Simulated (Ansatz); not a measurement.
V_O+V_O in corundum: one set of geometries, relaxed with PBE, evaluated in Ansatz (PAW, plane waves to 420 eV, 500 eV under r2SCAN) with PBE, r2SCAN.

Details: 120-site cell; 2×2×2 Γ-centred k-points; start: the O site; O 2.75 Å away; charged states image-corrected; finite-size errors of tenths of an eV; relaxed from one start, so a lower configuration may exist; flagged in the runs: a host whose relaxation on this sampling wasn't shown to rest.

```tsv
quantity	PBE	r2SCAN
host gap (eV)	5.85	6.73
ε(+2/+1) above the VBM (eV)	2.59	2.93
ε(+1/0) above the VBM (eV)	2.98	3.52
largest moment on one atom at charge +1 (μB)	0.02	0.03
neutral formation energy against O2 molecule in a box (eV)	13.31	14.87
```

PBE narrows the gap by 0.88 eV against r2SCAN, the highest level run, and puts the levels 0.44 eV lower above the valence-band maximum on average.

Ansatz is a program for electronic structure.
